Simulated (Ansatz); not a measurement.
Consider ZrO2 (space group P4_2/nmc, No. 137; a = 3.601 Å, c = 5.230 Å).

Structures relaxed with Kohn–Sham DFT with the r2SCAN functional, run in Ansatz (an electronic-structure program) with PAW and 500 eV plane waves, scalar-relativistic without spin-orbit coupling, earlier PAW set.

Base:

Simulated powder pattern, Cu Kα1, λ = 1.54056 Å (kinematic, ideal powder, no thermal factors, no anomalous dispersion; the 8 strongest lines at most, above 2 %, up to 2θ = 90°):

| 2θ (°) | I/Imax (%) | hkl |
|---|---|---|
| 30.10 | 100 | (101) |
| 34.26 | 9.1 | (002) |
| 35.22 | 13 | (110) |
| 49.95 | 37 | (112) |
| 50.66 | 20 | (200) |
| 58.80 | 15 | (103) |
| 60.06 | 27 | (211) |
| 81.26 | 12 | (213) |

Modification: every O is replaced by Cl; the structure is relaxed again.

### Question
How do the reflections move or split?

### Answer

Simulated powder pattern, Cu Kα1, λ = 1.54056 Å (kinematic, ideal powder, no thermal factors, no anomalous dispersion; the 8 strongest lines at most, above 2 %, up to 2θ = 90°):

| 2θ (°) | I/Imax (%) | hkl |
|---|---|---|
| 23.92 | 82 | (111) |
| 39.56 | 100 | (220) |
| 46.76 | 40 | (311) |
| 57.19 | 16 | (400) |
| 62.87 | 16 | (331) |
| 71.77 | 32 | (422) |
| 76.89 | 12 | (333) |
| 85.20 | 10 | (440) |

The indices refer to each structure's own conventional cell; one index is shown for lines that coincide. The space group is now Fm-3m (No. 225).

The magnetic state is the one reached from the starting moments; the real material's order can differ, and small cells can't hold many antiferromagnetic ones. Stability against distortions was not tested. As relaxed here, ZrCl2 is a hypothetical phase, not in the database extracts checked. This is not the structure that ZrO2 has at room temperature and ambient pressure.
